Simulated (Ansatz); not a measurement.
**How far a parabola holds: energy against volume of L1₂ (Cu3Au-type) Ni₃Si**

Results of r²SCAN (Ansatz, a quantum-chemistry and plane-wave program, plane waves, PAW) for L1₂ (Cu3Au-type) Ni₃Si. Run with plane-wave cutoff 560 eV, 16×16×16 k mesh, Fermi–Dirac smearing 0.05 eV, no spin polarisation, scalar-relativistic PAW data made under PBE. The cell has no free parameter but its volume, all volumes share cutoff and mesh, and the runs aren't spin-polarised. Energies are free energies at the run's smearing, counted from the lowest row; static lattice.

| V (Å³/atom) | E (meV/atom) |
|---|---|
| 9.773 | ? |
| 9.981 | 13.47 |
| 10.189 | 3.23 |
| 10.397 | 0.00 |
| 10.605 | 3.00 |
| 10.813 | 11.56 |

Taking a parabola for E over the 5 complete rows: With u = V - 10.40, the rows have u = -0.41900, -0.21100, -0.00300, 0.20500, 0.41300. Least squares gives E = -0.015 - 1.513·u + 72.363·u². Residuals (row less fit): 0.147, -0.296, 0.010, 0.284, -0.143; standard error 0.324 (degrees of freedom: 2). The fitted curve has its minimum at V = 10.4, where E = -0.02. Its curvature is d²E/dV² = 2 × 72.363 meV/Å⁶, so B = V0·d²E/dV² × 0.1602 = 241 GPa.

Estimate the missing E (V = 9.773); what did the run itself give?

u = -0.62700, so E = -0.015 - 1.513 × (-0.62700) + 72.363 × (-0.62700)² = 29.382 meV/atom. The calculation gives 31.55 meV/atom, 2.168 meV/atom above the prediction (6.9 % of the range of E in the table). The row lies outside the fitted rows, so this is an extrapolation. From the scatter of the fitted rows alone, a prediction at this place has a standard error of 0.768 meV/atom, so the miss is 2.8 times that.

The residuals are curvature that a parabola lacks, not noise. A solid that stiffens under compression and softens on expansion lies above the parabola at the compressed end and under it at the expanded end, as this row does. A third-order Birch-Murnaghan fit to the whole scan has B0 = 240 GPa. Only scans are tabulated whose curvature falls smoothly with volume, and where the parabola meets the shown rows within 5 % of their range and misses the end by 0.1 meV or more.
